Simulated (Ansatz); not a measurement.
# Os under load (space group P6_3/mmc): resistivity and electron-phonon coupling

```
Os
1.0
    2.73896     0.00000     0.00000
   -1.36948     2.37201     0.00000
    0.00000     0.00000     4.29834
Os
2
Direct
  0.33333   0.66667   0.25000
  0.66667   0.33333   0.75000
```

All values below come from PBEsol, DFPT electron-phonon coupling, linearised Boltzmann equation (plane waves, PAW, scalar-relativistic; Ansatz, a quantum-chemistry and plane-wave program). Condition of this run: biaxial stress xx = yy = -3 GPa (compression positive) (the target of the relaxation). How the cell was made: relaxed with this functional, without spin-orbit coupling, then loaded as said.

* **resistivity at 300 K**: 8.4 (x), 8.4 (y), 5.4 (z) μΩ·cm
* **resistivity at 77 K**: 0.90 (x), 0.90 (y), 0.59 (z) μΩ·cm
* **electron mean free path at 300 K (weighted by the current that each state carries)**: 8.5 nm
* **resistivity times mean free path for one path shared by all states (from the Fermi surface's area)**: 6.5 (x), 6.5 (y), 4.3 (z) ×10⁻¹⁶ Ω·m²
* **electron-phonon coupling λ**: 0.42
* **transport coupling λ_tr**: 0.49 (x), 0.49 (y), 0.44 (z)
* **logarithmic mean phonon energy**: 19.8 meV
* **density of states at the Fermi level**: 0.59 states/(eV·spin·cell)
* **Drude plasma energy**: 7.9 (x), 7.9 (y), 9.5 (z) eV
* **Tc for μ* = 0.10 (anisotropic Eliashberg)**: 1.20 K
* **Tc for μ* = 0.13 (anisotropic Eliashberg)**: below 1 K

A metal at this level (no band gap). Only scattering by harmonic phonons is included (no impurities, grain boundaries, electron-electron scattering or thermal expansion). Spin-orbit coupling is left out, which matters with elements this heavy. Halving the electron mesh (36x36x20) moves the resistivity by up to 1 % at 300 K, the mean free path by up to 1 %, the coupling by up to 1 %. Smearing 0.20 eV; phonons on a 6x6x3 q mesh, which this run doesn't test and which matters most at low temperature. Tc comes from the anisotropic Migdal-Eliashberg equations with μ*, a chosen number, referred to 21 meV.
